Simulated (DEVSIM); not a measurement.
Device: Mo/Al2O3/SiO2/n-Si capacitor, at 300 K.

```
layer (left to right)  material  thickness (nm)  Nd (cm⁻³)
---------------------  --------  --------------  ---------
1                         Al2O3            19.0          -
2                          SiO2            1.00          -
3                            Si             370     2.4e18
```

Metal gate on the left, work function 4.6 eV. Fixed charge at the semiconductor interface 1.5e10 cm⁻² (in units of +e); no interface traps.

The device is made up for the run: typed textbook-type constants, with dimensions and the other settings drawn at random. Values at 300 K.

| parameter | Al2O3 | SiO2 | Si |
|---|---|---|---|
| gap (eV) | 6.8 | 9 | 1.124 |
| affinity (eV) | 1.35 | 0.9 | 4.05 |
| permittivity | 9 | 3.9 | 11.7 |
| Nc (cm⁻³) | - | - | 2.86e19 |
| Nv (cm⁻³) | - | - | 3.1e19 |

DEVSIM, 1D Poisson equation in equilibrium, Boltzmann statistics, complete ionisation; no quantum confinement or tunnelling. Metal contacts follow the ideal Schottky-Mott rule: no Fermi-level pinning, no interface dipoles.

Question: Tabulate band edges, carrier densities and field at -1.2 V on the gate.

Answer: Energies count from the Fermi level of the right contact; mesh points crowd at the junctions.

| x (μm) | Ec (eV) | Ev (eV) | n (cm⁻³) | p (cm⁻³) | field (V/cm) |
|---|---|---|---|---|---|
| 0.000 | 4.450 | -2.350 | < 1e2 | < 1e2 | -630000 |
| 0.001149 | 4.377 | -2.423 | < 1e2 | < 1e2 | -630000 |
| 0.003291 | 4.242 | -2.558 | < 1e2 | < 1e2 | -630000 |
| 0.007287 | 3.990 | -2.810 | < 1e2 | < 1e2 | -630000 |
| 0.01435 | 3.544 | -3.256 | < 1e2 | < 1e2 | -630000 |
| 0.01712 | 3.369 | -3.432 | < 1e2 | < 1e2 | -630000 |
| 0.01861 | 3.275 | -3.526 | < 1e2 | < 1e2 | -630000 |
| 0.01950 | 3.626 | -5.374 | < 1e2 | < 1e2 | -1500000 |
| 0.02008 | 0.400 | -0.724 | 5.4e12 | 2.2e7 | -480000 |
| 0.02137 | 0.342 | -0.782 | 5.2e13 | 2200000 | -430000 |
| 0.02397 | 0.242 | -0.882 | 2.5e15 | 47000 | -340000 |
| 0.03160 | 0.089 | -1.035 | 9.1e17 | 130 | -82000 |
| 0.04473 | 0.064 | -1.060 | 2.4e18 | < 1e2 | -780 |
| 0.07136 | 0.064 | -1.060 | 2.4e18 | < 1e2 | ≈ 0 |
| 0.1537 | 0.064 | -1.060 | 2.4e18 | < 1e2 | ≈ 0 |
| 0.2626 | 0.064 | -1.060 | 2.4e18 | < 1e2 | ≈ 0 |
| 0.3278 | 0.064 | -1.060 | 2.4e18 | < 1e2 | ≈ 0 |
| 0.3599 | 0.064 | -1.060 | 2.4e18 | < 1e2 | ≈ 0 |
| 0.3790 | 0.064 | -1.060 | 2.4e18 | < 1e2 | ≈ 0 |
| 0.3852 | 0.064 | -1.060 | 2.4e18 | < 1e2 | ≈ 0 |
| 0.3882 | 0.064 | -1.060 | 2.4e18 | < 1e2 | ≈ 0 |
| 0.3900 | 0.064 | -1.060 | 2.4e18 | < 1e2 | ≈ 0 |
